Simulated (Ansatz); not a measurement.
**Converging the k-point mesh at a smearing width of 0.3 eV: Nb (Im-3m, 1 atom in the cell)**

```yaml
crystal:
  lattice:
    - [-1.65825, 1.65825, 1.65825]
    - [1.65825, -1.65825, 1.65825]
    - [1.65825, 1.65825, -1.65825]
  atoms:
    - { symbol: Nb, position: [0.00000, 0.00000, 0.00000] }
```

Method: PBE (plane waves, PAW; Ansatz, a quantum-chemistry and plane-wave program).

Base settings: basis.ecutwfc = 30.9 Ry; kpoints.mp_grid.grid = 14 14 14; hamiltonian.xc = pbe; hamiltonian.pseudopotentials = {kind: paw} (the program's default PAW files); scf.occupations.method = fermi_dirac; scf.occupations.width = 0.0073 Ry.

In this ladder: scf.occupations.width = 0.022 Ry.

Only quantities that move along the ladder and can be compared are tabulated.

The count of work is k-points × plane waves × bands × iterations; it is no time. 

The starting cell has typed, rounded lattice constants, without a prior relaxation at this level. Its lattice was rescaled by up to half a per cent. Spin polarisation is off. Ansatz's pressure includes its estimate of the finite-basis (Pulay) stress.

Steps (kpoints.mp_grid.grid): 5 5 5; 6 6 6; 7 7 7; 9 9 9; 10 10 10; 13 13 13; 15 15 15; 18 18 18; 22 22 22; 27 27 27; 33 33 33.

### Question
What is the coarsest kpoints.mp_grid.grid that holds the pressure within 0.1 GPa of the last step, with all finer ones?

### Answer
13 13 13, at 0.087 of the last step's count of work; the step before is off by 0.17 GPa.

### Question
What is the coarsest kpoints.mp_grid.grid that holds the free energy within 5 meV/atom of the last step, with all finer ones?

### Answer
9 9 9, at 0.036 of the last step's count of work; the step before is off by 6.7 meV/atom.

```csv
kpoints.mp_grid.grid,free energy less the last step's (meV/atom),pressure (GPa),count of work / last
5 5 5,23.44,1.06,0.010
6 6 6,7.60,0.48,0.017
7 7 7,-6.71,0.89,0.021
9 9 9,2.49,0.83,0.036
10 10 10,3.43,1.02,0.049
13 13 13,0.02,0.84,0.087
15 15 15,0.06,0.86,0.12
18 18 18,0.01,0.85,0.20
22 22 22,-0.01,0.85,0.34
27 27 27,0.00,0.85,0.58
33 33 33,0.00,0.85,1.0
```

Keys are those of Ansatz 0.2.
